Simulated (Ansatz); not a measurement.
**LiNbO3: tensor shear ε_xz = +0.80 %**

Base system: LiNbO₃ (space group R3c, No. 161).

```
LiNbO3
1.0
    2.53373     1.46285     4.56243
   -2.53373     1.46285     4.56243
    0.00000    -2.92570     4.56243
Li Nb O
2 2 6
Direct
  0.28114   0.28114   0.28114
  0.78114   0.78114   0.78114
  0.99752   0.99752   0.99752
  0.49752   0.49752   0.49752
  0.10552   0.36572   0.71719
  0.71719   0.10552   0.36572
  0.36572   0.71719   0.10552
  0.21719   0.86572   0.60552
  0.86572   0.60552   0.21719
  0.60552   0.21719   0.86572
```

Cartesian axes are those of the cell as printed.

The change: tensor shear ε_xz = +0.80 % (engineering shear γ = 0.0160); the atoms relax in the strained cell.

Method: plane-wave PAW DFT at the LDA level (Ansatz, a program for electronic structure, 420 eV), scalar-relativistic without spin-orbit coupling. Settings: 8×8×8 k-points, 0.05 eV Fermi–Dirac smearing.

| quantity | base | changed | shift |
|---|---|---|---|
| volume per atom | 10.15 Å³ | 10.15 Å³ | 0.00 Å³ |
| space group | R3c (No. 161) | P1 (No. 1) | – |
| shortest interatomic distance | 188.0 pm | 187.1 pm | -0.85 pm |
| energy relative to the base (free energy F) | 0 meV/atom | +0.6 meV/atom | +0.6 meV/atom |
| pressure (mean of the normal stresses, compression positive) | 0.0 kbar | 0.4 kbar | +0.4 kbar |
| band gap (an upper bound: an edge found on the path is not a true extremum; both cells) | 3.50 eV | 3.46 eV | -0.04 eV |
| stress (xx, yy, zz, yz, xz, xy; compression positive) | – | (0.05, 0.02, 0.05, -0.02, -1.18, -0.06) GPa | – |

Whether these cells are dynamically stable was not tested.
